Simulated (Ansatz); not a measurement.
Start from MgO (space group P6_3/mmc, No. 194; a = 3.4939 Å, c = 4.1941 Å; a cell from a computed database, its experimental status unchecked). Axes: x lies along a and z along c of the hexagonal cell.

Modification: uniaxial strain ε_zz = −1.03 %, all other strain components held at zero, atoms relaxed at fixed cell.

Levels (all Ansatz, an electronic-structure program, PAW): PBEsol (420 eV, no spin-orbit coupling); r2SCAN (500 eV, scalar-relativistic without spin-orbit coupling).

The geometry is relaxed with PBEsol.

| Property | Value |
|---|---|
| PBEsol electron mass | 0.38 mₑ along z, 0.33 mₑ across (at Γ) |
| PBEsol band gap | 3.34 eV |
| PBEsol width of the top valence band | 1.29 eV |
| PBEsol gap character | direct at Γ |

**Question.** What does r2SCAN give at this geometry for the electron mass, band gap, width of the top valence band and gap character?

**Answer.** The electron mass changes from 0.38 mₑ along z, 0.33 mₑ across (at Γ) to 0.41 mₑ along z, 0.35 mₑ across (at Γ); the band gap rises by 0.78 eV, from 3.34 eV to 4.12 eV; the width of the top valence band is nearly the same (1.29 eV against 1.31 eV); the gap character stays direct at Γ.

Single points use the geometry relaxed with PBEsol. Masses are band curvatures over ±0.01 Å⁻¹ around the edge. Stability against distortions was not tested. This is not the structure that MgO has at room temperature and ambient pressure.
